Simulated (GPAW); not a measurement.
**Pressure against volume in rock-salt MgO (space group 225) (GPAW, PBE)**

```yaml
crystal:
  lattice:
    - [0.00000, 2.06757, 2.06757]
    - [2.06757, 0.00000, 2.06757]
    - [2.06757, 2.06757, 0.00000]
  atoms:
    - { symbol: Mg, position: [0.00000, 0.00000, 0.00000] }
    - { symbol: O, position: [0.50000, 0.50000, 0.50000] }
```

Method of the run: PBE, GPAW PAW datasets PBE (gpaw-data 1.0.1) (plane waves; GPAW). Settings: mode = pw; ecut = 1040 eV; xc = PBE; kpts = 13 13 13; mesh shift (steps) = 0 0 0; occupations.name = fermi-dirac; occupations.width = 0.01 eV; nbands = -6; convergence.forces = 0.001 eV/Å; convergence.bands = -4; symmetry.symmorphic = false; symmetry.tolerance = 0.0005; maxiter = 150. The cell above is the first row's. The rows scale it uniformly. In all rows fractional positions and the k mesh are held.

```csv
V (Å^3/atom),P (GPa)
8.839,15.38
9.031,11.02
9.223,7.08
9.415,3.53
9.607,0.33
9.799,-2.56
9.991,-5.18
10.184,-7.53
10.376,?
```

Fit P against V with a cubic, and predict the withheld value at V = 10.376.

With u = V - 9.5, the rows have u = -0.6610, -0.4690, -0.2770, -0.0850, 0.1070, 0.2990, 0.4910, 0.6840. Least squares gives P = 2.069 - 16.7836·u + 4.5490·u² - 0.7877·u³. Residuals (row less fit): 0.002, -0.002, -0.004, 0.001, 0.006, 0.004, -0.012, 0.005; standard error 0.008 (degrees of freedom: 4). The fitted pressure is zero at V0 = 9.628, where dP/dV = -15.66, so B0 = -V0·dP/dV = 151 GPa. At the withheld row, u = 0.8760, so P = 2.069 - 16.7836 × 0.8760 + 4.5490 × 0.8760² - 0.7877 × 0.8760³ = -9.672 GPa. The calculation gives -9.66 GPa, 0.012 GPa above the prediction (under 0.05 % of the range of P in the table). The row lies outside the fitted rows, so this is an extrapolation. From the scatter of the fitted rows alone, a prediction at this place has a standard error of 0.020 GPa, so the miss is 0.6 times that.

Carrying the step between the two nearest rows on in a straight line would have given -9.87, off by 0.21; series whose last step already gives the withheld value aren't shown. The scan was laid around a cell of about the measured size, scaled by a guess for this functional. The runs keep the symmetry of the cell, so they don't test it for distortions. Cutoffs and mesh are single choices, not tested for convergence of this quantity. Series with a scatter that would blur these digits, or in which a gap closes, are not shown.
